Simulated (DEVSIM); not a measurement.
Device: Ti/SiO2/n-Si capacitor, at 300 K.

| layer (left to right) | material | thickness (nm) | Nd (cm⁻³) |
|---|---|---|---|
| 1 | SiO2 | 60.0 | - |
| 2 | Si | 1600 | 1.3e17 |

Metal gate on the left, work function 4.33 eV. Fixed charge at the semiconductor interface 0 cm⁻² (in units of +e); interface traps 9.6e10 cm⁻² eV⁻¹, uniform in energy, neutral level at 0.5 of the gap above the valence band.

Constants are typed, rounded textbook-type inputs, not results; the design itself was drawn at random and stands for no fabricated device. Values at 300 K.

| parameter | SiO2 | Si |
|---|---|---|
| gap (eV) | 9 | 1.124 |
| affinity (eV) | 0.9 | 4.05 |
| permittivity | 3.9 | 11.7 |
| Nc (cm⁻³) | - | 2.86e19 |
| Nv (cm⁻³) | - | 3.1e19 |

Model (solved in DEVSIM): 1D Poisson equation in equilibrium, Boltzmann statistics, complete ionisation; no quantum confinement or tunnelling. Metal contacts follow the ideal Schottky-Mott rule: no Fermi-level pinning, no interface dipoles.

Problem. Tabulate band edges, carrier densities and field at -7.0 V on the gate.

Solution. Energies count from the Fermi level of the right contact; mesh points crowd at the junctions.

```
x (μm)    Ec (eV)  Ev (eV)  n (cm⁻³)  p (cm⁻³)  field (V/cm)
--------  -------  -------  --------  --------  ------------
0.000      10.430    1.430     < 1e2     < 1e2      -1000000
0.001610   10.264    1.264     < 1e2     < 1e2      -1000000
0.005153    9.899    0.899     < 1e2     < 1e2      -1000000
0.01363     9.025    0.025     < 1e2     < 1e2      -1000000
0.03940     6.367   -2.633     < 1e2     < 1e2      -1000000
0.05155     5.114   -3.886     < 1e2     < 1e2      -1000000
0.05706     4.544   -4.456     < 1e2     < 1e2      -1000000
0.05984     4.258   -4.742     < 1e2     < 1e2      -1000000
0.06128     1.058   -0.066     < 1e2    2.4e18       -230000
0.06454     0.992   -0.132       620    1.9e17       -190000
0.07259     0.851   -0.273    140000    8.0e14       -170000
0.1023      0.446   -0.678    9.1e11     1.3e8       -110000
0.1602      0.150   -0.974    8.7e16      1300         -8600
0.3032      0.139   -0.985    1.3e17       890           ≈ 0
0.8312      0.139   -0.985    1.3e17       890           ≈ 0
1.306       0.139   -0.985    1.3e17       890           ≈ 0
1.509       0.139   -0.985    1.3e17       890           ≈ 0
1.598       0.139   -0.985    1.3e17       890           ≈ 0
1.641       0.139   -0.985    1.3e17       890           ≈ 0
1.653       0.139   -0.985    1.3e17       890           ≈ 0
1.658       0.139   -0.985    1.3e17       890           ≈ 0
1.660       0.139   -0.985    1.3e17       890           ≈ 0
```
